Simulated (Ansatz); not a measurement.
# La2O3, response to strain

Base system: La$_{2}$O$_{3}$ (space group P-3m1, No. 164; a = 3.906 Å, c = 6.039 Å). Axes: x lies along a and z along c of the hexagonal cell.

Strains are applied to the cell and any free atomic positions relax; under biaxial strain the out-of-plane vector relaxes too; under stress the whole cell relaxes.

The values are results of Ansatz (a program for electronic structure) PBEsol, no spin-orbit coupling, earlier PAW set, not measurements.

```csv
change,shortest interatomic distance,band gap,gap character,smallest direct gap
base,2.349 Å,3.77 eV,"indirect, L → K",3.86 eV
"biaxial strain −2.31 %, plane normal [001], relaxed out of plane",2.311 Å,3.69 eV,"indirect, K → M",3.83 eV
isotropic strain −5.33 %,2.241 Å,3.57 eV,"indirect, K → M",3.70 eV
isotropic strain −4.99 %,2.248 Å,3.60 eV,"indirect, K → M",3.71 eV
uniaxial strain ε_yy = +1.61 %,(withheld),3.71 eV,"indirect, M₂ → C",3.87 eV
"uniaxial stress, 0.5 GPa tension along z",2.347 Å,3.79 eV,–,3.86 eV
"uniaxial stress, 2 GPa tension along x",2.355 Å,3.71 eV,"indirect, k = (0.300, 0.200, -1/2) in the run's primitive reciprocal basis → Γ–C (93 % along)",3.87 eV
```

Q: Some entries are withheld; estimate them.

A: 
- uniaxial strain ε_yy = +1.61 %, shortest interatomic distance: 2.364 Å

Beyond what the load breaks, stability against distortions was not tested. k-point labels follow each cell's own Brillouin zone.
